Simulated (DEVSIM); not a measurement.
Structure: illuminated Si n-on-p cell, one wavelength, at 300 K.

Layer 1 from the left is Si, thickness (μm) 0.440, Nd (cm⁻³) 2e18, τn (s) 1.7e-6, τp (s) 1.2e-6, absorption coefficient (cm⁻¹) 79000. Layer 2 from the left is Si, thickness (μm) 25.0, Na (cm⁻³) 3.2e15, τn (s) 5.9e-5, τp (s) 5.9e-5, absorption coefficient (cm⁻¹) 79000.

Left contact: ohmic, minority hole recombination velocity 7e6 cm/s. Right contact: ohmic, minority electron recombination velocity 10000 cm/s. Voltage is applied to the left contact. Recombination: SRH at mid-gap, radiative, Auger. Light enters at the left, 1.3e17 photons cm⁻² s⁻¹, one pass, no reflection. Mobility is constant in doping.

This is a model device: material constants are rounded textbook-type values typed into the input, and sizes, dopings and lifetimes were drawn at random. Values at 300 K.

Si: gap (eV) 1.124, affinity (eV) 4.05, permittivity 11.7, Nc (cm⁻³) 2.86e19, Nv (cm⁻³) 3.1e19, μn (cm²/Vs) 1417, μp (cm²/Vs) 470, B (cm³/s) 4.7e-15, Cn (cm⁶/s) 2.8e-31, Cp (cm⁶/s) 9.9e-32.

Model (solved in DEVSIM): 1D drift-diffusion, Boltzmann statistics, complete ionisation; no tunnelling, impact ionisation, image-force lowering or self-heating.

Dark forward current:

```
|V| (V)  |J| (A/cm²)
-------  -----------
0.05       3.553e-10
0.10        2.233e-9
0.15        1.380e-8
0.20        8.988e-8
0.25        6.053e-7
0.30        4.139e-6
0.35        2.849e-5
0.40       0.0001966
0.45        0.001358
0.50        0.009378
0.55         0.06446
0.60          0.4310
0.65           2.594
0.70           12.78
0.75           49.57
0.80           150.5
0.85           365.3
0.90           740.9
0.95            1312
1.00            2104
```

Question: Work out the local ideality factor n = ΔV / (kT/q · ln(J2/J1)) between the rows 0.15 and 0.20 V, 0.40 and 0.45 V, 0.95 and 1.00 V.

Answer: kT/q = 25.85 mV. From 0.15 to 0.20 V: ln(8.988e-8/1.380e-8) = 1.874, n = 1.03, near the 1 of diffusion or emission over a barrier. From 0.40 to 0.45 V: ln(0.001358/0.0001966) = 1.933, n = 1.00, near the 1 of diffusion or emission over a barrier. From 0.95 to 1.00 V: ln(2104/1312) = 0.472, n = 4.10.

Question: What current could the absorbed light give at most, and what share is collected?

Answer: Σ αd = 201, so qΦ(1 − exp(−Σ αd)) = 20.8 mA/cm². The simulated short-circuit current is 6.390 mA/cm², a share of 0.31.

Question: Estimate the open-circuit voltage by superposition: the voltage at which the dark current equals that short-circuit current.

Answer: Interpolating ln J in the table gives 0.490 V. The simulation gives 0.490 V, the same within the digits that matter. Superposition holds where collection doesn't change with voltage.

Question: Estimate the fill factor from FF0 = (v − ln(v + 0.72))/(v + 1), v = qVoc/(nkT), with n from the dark curve.

Answer: The rows about Voc, 0.45 and 0.50 V, give n = 1.00, so v = 18.9 and FF0 = 0.800. The simulation gives 0.801, the same within the digits that matter.
